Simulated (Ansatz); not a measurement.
CoCl2 (R-3m, No. 166), treated with PBEsol in Ansatz (PAW).

Settings: plane-wave cutoff 500 eV, 14×14×14 k mesh, Fermi–Dirac smearing 0.05 eV, spin-polarised start, scalar-relativistic PAW data made under PBE.

Computed at the level's own relaxed cell.

Question: Estimate the volume per atom, lattice constant a and lattice parameter c that the calculation returns.

Answer: 
* **volume per atom**: 21.01 Å³/atom
* **lattice constant a**: 3.420 Å
* **lattice parameter c**: 18.662 Å

Note: the magnetic order was assumed, not searched for or taken from measurement; the cell comes from a level without a dispersion term, which matters for the spacing of layers, chains or molecules; the cell has widely spaced layers and the level no dispersion term, so their spacing and the moduli can rest on weak binding.

It cost roughly 16 core-minutes of CPU time.

Ansatz is a program for electronic structure.
